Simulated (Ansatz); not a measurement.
A periodic model of amorphous Si₂₄O₄₆F₄:

```xyz
74
Lattice="10.5207 0.0000 0.0000 0.0000 10.5207 0.0000 0.0000 0.0000 10.5207" Properties=species:S:1:pos:R:3 pbc="T T T"
Si     2.8421     4.1388     8.5053
Si     2.2491     0.4252     4.1619
Si     2.1051     4.3836     5.6422
Si     8.3487     6.1663     5.1374
Si     4.6200     1.7305     8.9642
Si     3.4898     6.9024     5.5103
Si     6.3380     3.6333     9.9483
Si     6.7763     9.8999     3.1090
Si     6.3286     2.8558     6.9147
Si     5.7594     4.9552     4.5237
Si    10.1450     3.6661     4.4176
Si     0.6870     5.7334     9.7432
Si     1.2275     8.5148     2.5288
Si    10.4003     8.4401     8.9523
Si     4.1916     7.0190     8.3766
Si     8.2234     1.1819     5.0824
Si     7.3413     6.8414     7.8472
Si     2.1618     3.1753     2.9922
Si     8.4452     5.6173     0.0851
Si     4.6611     9.3074     4.0310
Si     4.4304     4.6702     1.7195
Si     8.8479     8.3562     1.1466
Si     8.9343     8.8531     6.3745
Si     2.3575     8.0932    10.4244
O      0.5697     3.5935     3.0602
O      7.7036     8.3664     7.3530
O      6.2482     9.0729     4.5059
O      8.0056     6.3003     9.2113
O      7.5189     1.8411     6.4155
O      2.3961     8.7470     1.4015
O      6.5553     3.8155     8.2868
O      1.7616     6.5710     0.1175
O      7.3400     0.7986     3.7293
O      2.8631     3.7298     4.3572
O      0.5863     3.8176     5.7263
O      7.7742     9.3024     1.9628
O      0.0890     6.8223     8.6704
O      2.1034     6.0260     5.5240
O      1.3851     9.6630     3.6625
O     10.2480     8.5394     1.9409
O      5.7738     6.9048     8.1751
O      7.6723     4.1717     0.2039
O      3.7341     7.9880     4.3071
O      5.1164     1.8549     7.4076
O      3.4377     2.8210     9.2513
O      7.8854     5.8253     6.6789
O      6.0739     3.7252     5.5574
O      5.8686     2.0507    10.0092
O      1.3019     8.9888     9.5388
O      3.6831     5.5103     8.7050
O      3.5748     7.6208     6.9779
O      9.2112     8.7408    10.0897
O      9.2831     5.0415     4.4266
O     10.1502     9.0644     7.4663
O      4.6429     5.7887     5.3386
O      5.1802     4.4313     0.2965
O      5.3376     4.3696     3.0485
O      3.0238     3.8175     1.7589
O      2.8837     3.8078     6.9281
O      3.7524     0.0083     4.6392
O      1.3328     4.4251     9.0351
O      5.2021     9.8662     2.5384
O      9.2884     2.2897     4.5297
O      2.2802     1.5444     2.9767
O      8.8380    10.2767     5.5997
O      3.7790     7.9825     9.6328
O      9.0745     7.6532     5.2200
O      8.2470     6.8163     1.2043
O      6.9777     6.0185     4.2532
O     10.0079     5.1864     0.1557
F      4.0838     0.2753     9.2422
F      4.0946     6.2286     1.7684
F      1.3770     7.0694     3.1662
F      1.5096     1.0074     5.4428
```

Calculation: PBE, scalar-relativistic without spin-orbit coupling (plane waves to 420 eV, PAW; Ansatz, a first-principles code).

It comes from a melt-quench run on a machine-learned potential (CHGNet), relaxed afterwards by DFT. O and F atoms were pushed apart under 1.9 Å during the dynamics, to hinder bonds among them. The hot cell started wider than the set density and was brought back towards it in steps. It is the lowest in DFT energy of 2 quenches. It is a model cell: composition and starting density were chosen by hand, and all elements were melted together. No dispersion term was used. Its density started from a set value of 2.12 and ended at 2.12 g/cm³. The quench (nominally 150 K/ps over its main leg) was far faster than any real one, so the model tends to hold more defects than a real film. A cell of this size samples the disorder only roughly. The volume was held where the preparation left it, at a PBE pressure of 0.0 GPa. Stress components on the final sampling reach 2.5 GPa.

Bonds are counted up to Si-Si 2.60 Å, Si-O 1.90 Å, Si-F 2.02 Å, O-O 1.58 Å, O-F 1.48 Å, F-F 1.37 Å. Two cations that share two anions don't count as bonded, nor two that share one unless they lie closer than Si-Si 2.38 Å.

### Question
Give the coordination numbers, mean bond lengths and angles.

### Answer

| Property | Value |
|---|---|
| Mean coordination of Si by anions | 4.00 (24 with 4) |
| Mean coordination of O | 2.00 (46 with 2) |
| Mean coordination of F | 1.00 (4 with 1) |
| Mean Si-O bond | 1.639 Å (spread 0.019 Å, 92 counted) |
| Mean Si-F bond | 1.587 Å (spread 0.007 Å, 4 counted) |
| Bond angle at Si | mean 109.5°, spread 6.1° |
| Bond angle at O | mean 135.9°, spread 17.8° |

### Question
List the pairs of like atoms that count as bonded by the rules above.

### Answer
There are none by these rules.

### Question
What Bader charges do the atoms carry, from a run on the zone centre alone?

### Answer
Means (range): Si +3.28 e (+3.24 to +3.30), O -1.64 e (-1.66 to -1.60), F -0.85 e (-0.86 to -0.84).
```tsv
atom	charge (e)
Si1	+3.29
Si2	+3.29
Si3	+3.28
Si4	+3.28
Si5	+3.28
Si6	+3.28
Si7	+3.26
Si8	+3.24
Si9	+3.27
Si10	+3.29
Si11	+3.29
Si12	+3.28
Si13	+3.30
Si14	+3.26
Si15	+3.29
Si16	+3.29
Si17	+3.29
Si18	+3.28
Si19	+3.28
Si20	+3.24
Si21	+3.29
Si22	+3.28
Si23	+3.28
Si24	+3.27
O25	-1.63
O26	-1.64
O27	-1.61
O28	-1.66
O29	-1.64
O30	-1.63
O31	-1.63
O32	-1.65
O33	-1.63
O34	-1.65
O35	-1.64
O36	-1.64
O37	-1.65
O38	-1.63
O39	-1.64
O40	-1.65
O41	-1.65
O42	-1.63
O43	-1.64
O44	-1.63
O45	-1.63
O46	-1.64
O47	-1.64
O48	-1.63
O49	-1.63
O50	-1.66
O51	-1.64
O52	-1.64
O53	-1.64
O54	-1.63
O55	-1.66
O56	-1.64
O57	-1.64
O58	-1.63
O59	-1.64
O60	-1.63
O61	-1.64
O62	-1.60
O63	-1.64
O64	-1.64
O65	-1.64
O66	-1.62
O67	-1.63
O68	-1.63
O69	-1.63
O70	-1.64
F71	-0.84
F72	-0.86
F73	-0.85
F74	-0.85
```
